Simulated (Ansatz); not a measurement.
**LaB6 under a change: Ba on a La site**

Take a 14-atom supercell of LaB6 (space group Pm-3m, No. 221; a = 4.153 Å) at its relaxed geometry as the base.

It is then changed as follows: a neutral Ba on a La site, atoms relaxed at fixed cell, starting from a slightly rattled geometry.

Level of theory: r2SCAN (Ansatz, a first-principles code), without spin-orbit coupling. k-mesh 8×8×8 (Γ-centred); smearing 0.05 eV (Fermi–Dirac).

```json
[
 {"quantity": "largest displacement of a host atom from its site in the perfect cell", "base": "–", "changed": "0.01 Å", "shift": "–"},
 {"quantity": "mean distance from the defect site to its nearest host atoms", "base": "3.05 Å", "changed": "3.05 Å", "shift": "0.00 Å"}
]
```

Cost of the whole job for the changed cell (relaxation, final SCF and bands): very roughly 23 core-minutes.

In so small a cell the defect repeats every few ångströms: this is an ordered compound, not a dilute defect. All final runs are without spin polarisation. An odd electron count without spin: BaLaB12 and LaB6. The defect cell is not spin-polarised.
